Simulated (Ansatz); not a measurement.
Output of an Ansatz run (abridged):

```
WARN ansatz: RAYON_NUM_THREADS=1 ignored (pool sized by the plan → 1); use --threads N
Pseudopotentials: kind: paw
Pseudopotential: Ru, paw, valence charge 16
Pseudopotential: Ir, paw, valence charge 17
Crystal: 4 atoms, lattice volume = 57.264 Å³
Basis set: ecut = 420 eV, 1129 PW (Γ)
Bands: 41, of which v1, the nominal top of the filled ones, is band 34 counted from 1 (33 counted from 0)
Symmetry: 16 space group operations
Space group: I4/mmm (ITA 139), of the structure as read, at distance tolerance 3.9e-5 Å
k-points: 163 of 1728
PAW frozen core: Ru, regenerated for the run's functional, and the local potential with it
PAW frozen core: Ir, regenerated for the run's functional, and the local potential with it
Initial density: superposition of atomic densities (neutral atoms: chi_scale 0, normalization atom), corrected by the library's trained network
Initial wavefunctions: pseudopotential atomic-orbital guess
Eigensolver: davidson
Functional: x = slater, c = lda
SCF iter   1: F=—  HF=-40748.470041 eV  |F-HF|=—  |Δ(HF+E_count)|=         —  Δρ=6.65e-3  dr2=8.61e-3  ethr=1.77e-3  ⟨swp⟩=5.3  Hψ=22057  notcnv=0
all-band conjugate gradients solve this SCF's bands
preconditioner: auto → Kerker (q_TF=auto, 2.801 Å⁻¹)
SCF iter   2: F=—  HF=-40748.472249 eV  |F-HF|=—  |Δ(HF+E_count)|=   2.21e-3  Δρ=3.55e-3  dr2=1.95e-3  ethr=1.29e-5  ⟨swp⟩=2.0  Hψ=12235  notcnv=0
SCF iter   3: F=—  HF=-40748.472343 eV  |F-HF|=—  |Δ(HF+E_count)|=   9.37e-5  Δρ=3.14e-4  dr2=4.10e-5  ethr=2.90e-6  ⟨swp⟩=2.3  Hψ=9493  notcnv=0
SCF iter   4: F=—  HF=-40748.472334 eV  |F-HF|=—  |Δ(HF+E_count)|=   8.76e-6  Δρ=7.98e-5  dr2=6.01e-6  ethr=6.13e-8  ⟨swp⟩=2.0  Hψ=9742  notcnv=0
SCF iter   5: F=—  HF=-40748.472333 eV  |F-HF|=—  |Δ(HF+E_count)|=   1.17e-6  Δρ=1.82e-5  dr2=2.50e-7  ethr=8.97e-9  ⟨swp⟩=1.7  Hψ=6915  notcnv=0
SCF iter   6: F=-40748.472333 eV  HF=-40748.472333 eV  |F-HF|=5.12e-9  |Δ(HF+E_count)|=   4.13e-8  Δρ=4.51e-6  dr2=1.09e-8  ethr=1.49e-10  ⟨swp⟩=7.1  Hψ=23801  notcnv=0
SCF 1 converged in 6 iterations: F = -40748.472333 eV  dr2 = 1.09e-8
SCF converged after 6 iterations
Free energy (F): -40748.472333 eV
Harris-Foulkes:  -40748.472333 eV  (|F-HF|=5.12e-9)
Internal energy: -40748.454180 eV  (E = F + TS)
E sigma→0 (E₀):  -40748.463256 eV
Entropy (-TS):   -0.018153 eV (-4.538 meV/atom)
Fermi energy:    24.173579 eV
--- Per-component energies (eV) ---
  E_band       = -364.669401
  E_kinetic    = 2379.842382
  E_local      = -4573.756621  (includes V_loc(G=0)·N_el)
  E_nonlocal   = 587.486542
  E_hartree    = 1658.666285
  E_xc         = -987.577269
  E_vxc        = -1136.965293  (∫ρ·V_xc dr)
  E_paw        = -30200.506979  (= ΣΔE_a)
  E_vpaw       = -938.611231  (= ΣTr[D̂ρ^β])
  E_aug_tail   = -0.000092  (compensation charges beyond the density's cutoff)
  E_ewald      = -9614.414918
  E_core_change = 1.806491  (= ΣΔE_core)
  E_smearing   = -0.018153  (= −TS)
  E_closure    = 0.000000  (closes the sum)
  Σ components = -40748.472333   (vs F -40748.472333, Δ=0.00e0)
--- Forces (eV/Å), atoms counted from 1 ---
  atom   1  Ru    -0.00000000     0.00000000     0.00000000
   [... zero for the other atoms too ...]
  max |Σ_I F_I| component: 3.47e-18 eV/Å
--- Stress (GPa, compression-positive) ---
      -16.995674      -0.000000       0.000000
       -0.000000     -16.995674       0.000000
       -0.000000       0.000000     -17.162653
  P = ⅓ Tr σ = -17.0513 GPa (-170.513 kbar)
  The stress holds the Pulay correction. Without it, at fixed plane waves, as pw.x and ABINIT print it: P = -17.0880 GPa
--- Band table (eV; the first three rows and the last of 163) ---
  k-point 0: bands = ["-68.6088", "-68.5508", "-68.5406", "-48.7069", "-25.6339", "-25.5410", "-25.5410", "-25.3834", "-25.3834", "-25.3141", "-25.1365", "-25.1365", "-25.1262", "-18.7542", "-18.7491", "-18.7491", "13.9395", "16.8952", "17.3865", [...]
  k-point 1: bands = ["-68.6069", "-68.5522", "-68.5412", "-48.7069", "-25.6386", "-25.5336", "-25.5151", "-25.4105", "-25.3860", "-25.2909", "-25.1607", "-25.1335", "-25.1291", "-18.7544", "-18.7525", "-18.7489", "14.1391", "17.0395", "17.5295", [...]
  k-point 2: bands = ["-68.6015", "-68.5560", "-68.5427", "-48.7069", "-25.6533", "-25.5099", "-25.4571", "-25.4441", "-25.3981", "-25.2540", "-25.2222", "-25.1386", "-25.1264", "-18.7597", "-18.7551", "-18.7483", "14.7084", "17.3805", "17.9945", [...]
  k-point 162: bands = ["-68.5923", "-68.5571", "-68.5509", "-48.7073", "-25.6272", "-25.6272", "-25.3938", "-25.3691", "-25.3072", "-25.2516", "-25.2516", "-25.1814", "-25.1814", "-18.7700", "-18.7458", "-18.7458", "16.3955", "16.6953", "16.9477", [...]
```

The structure:

```xyz
4
Lattice="-1.9266 1.9266 3.8567 1.9266 -1.9266 3.8567 1.9266 1.9266 -3.8567" Properties=species:S:1:pos:R:3 pbc="T T T"
Ru     0.0000     0.0000     0.0000
Ir     0.0000     1.9266     1.9284
Ir     1.9266     0.0000     1.9284
Ir     0.0000     0.0000     3.8567
```

**Question.** Reconstruct the input of this run.

**Answer.** Other spellings and defaults could give the same log, and not every line can be read from it. The input that was run (DFT, LDA (PW92), plane waves, default PAW files made with PBE):

Ansatz 0.2 input:
```yaml
# Ir3Ru
crystal:
  lattice:
    - [-1.926635, 1.926635, 3.856748]
    - [1.926635, -1.926635, 3.856748]
    - [1.926635, 1.926635, -3.856748]
  atoms:
    - { symbol: Ru, position: [0.000000, 0.000000, 0.000000] }
    - { symbol: Ir, position: [0.750000, 0.250000, 0.500000] }
    - { symbol: Ir, position: [0.250000, 0.750000, 0.500000] }
    - { symbol: Ir, position: [0.500000, 0.500000, 0.000000] }
basis:
  ecutwfc: 420.0
kpoints:
  mp_grid: { grid: [12, 12, 12] }
hamiltonian:
  xc: lda
  pseudopotentials: { kind: paw }
scf:
  occupations: { method: gaussian, width: 0.1 }
output:
  forces: true
  eigenvalues: true
  stress: true
```

The starting cell comes from a database of computed structures (which also holds hypothetical and non-ambient phases and stackings), without a prior relaxation at this level. Its lattice was rescaled by up to half a per cent. Spin-orbit coupling is off. Spin polarisation is off. With a pressure of about -17 GPa the cell is away from its equilibrium volume at this level. Ansatz's pressure includes its estimate of the finite-basis (Pulay) stress.

Ansatz is an electronic-structure program.
